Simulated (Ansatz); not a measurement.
Levels about the gap of amorphous Hf₁₈O₃₆H (55 atoms in a cell of 702 Å³, 8.97 g/cm³; zone centre alone, so wide bands show as single levels with stretches between that a denser mesh fills), at the geometry that PBE relaxed, where it gives 0.0 GPa on a denser mesh. The participation number counts the atoms over which a state spreads; weights are charges in smoothed Voronoi cells. The levels come from a single point, so bond lengths are those of that geometry. Method of the levels: PBE, scalar-relativistic without spin-orbit coupling (Ansatz, a first-principles code). Sampling: the zone centre alone; Fermi-Dirac width 0.02 eV; collinear spin, started from a total moment of 1 μB (at the end a net moment of 1.0 μB). The usual formal charges leave 1 electrons over, so the level spacing at the Fermi energy parts defect or band states and needn't be the band gap. In the spin-polarised cell the level spacing at the Fermi energy can part levels of unlike spin.

The cell was made by melting and quenching with the CHGNet potential and then relaxed with DFT. O atoms were pushed apart under 1.9 Å during the dynamics, to hinder bonds among them. The hot cell started wider than the set density and was brought back towards it in steps. It is the lowest in DFT energy of 2 quenches. It is a model cell: composition and starting density were chosen by hand, and all elements were melted together. No dispersion term was used. Its density started from a set value of 8.94 and ended at 8.97 g/cm³. Cooling (nominally 630 K/ps over its main leg) ran many orders faster than in experiment, which tends to leave more defects and strain. Values belong to this one cell and scatter from quench to quench. Volume and shape were free in the relaxation.

| E - E(highest filled), eV | filling | spin | participation number | largest on | weight O | weight Hf | weight H |
|---|---|---|---|---|---|---|---|
| -3.20 | filled | up | 21.0 | O, 4 neighbours | 0.95 | 0.05 | 0.00 |
| -3.20 | filled | dn | 20.8 | O, 4 neighbours | 0.95 | 0.05 | 0.00 |
| -3.05 | filled | up | 10.8 | O, 3 neighbours | 0.95 | 0.05 | 0.00 |
| -3.05 | filled | dn | 10.7 | O, 3 neighbours | 0.95 | 0.05 | 0.00 |
| -2.91 | filled | up | 6.5 | O, 3 neighbours | 0.95 | 0.05 | 0.00 |
| -2.91 | filled | dn | 6.5 | O, 3 neighbours | 0.95 | 0.05 | 0.00 |
| 0.00 | filled | up | 6.7 | Hf, 6 neighbours | 0.42 | 0.58 | 0.00 |
| 0.91 | empty | dn | 14.7 | Hf, 6 neighbours | 0.45 | 0.54 | 0.01 |
| 1.14 | empty | up | 19.8 | Hf, 6 neighbours | 0.39 | 0.60 | 0.00 |
| 1.19 | empty | dn | 19.0 | Hf, 6 neighbours | 0.37 | 0.62 | 0.00 |
| 1.32 | empty | up | 16.5 | Hf, 7 neighbours | 0.39 | 0.61 | 0.00 |
| 1.33 | empty | up | 22.7 | Hf, 6 neighbours | 0.38 | 0.62 | 0.00 |
| 1.34 | empty | dn | 13.9 | Hf, 7 neighbours | 0.40 | 0.60 | 0.00 |
| 1.38 | empty | dn | 20.7 | Hf, 6 neighbours | 0.36 | 0.63 | 0.00 |

Most localised among these is the filled level at -2.91 eV, on a O atom, which has 3 neighbours (Hf 2.01 Å, Hf 2.18 Å, Hf 2.20 Å).
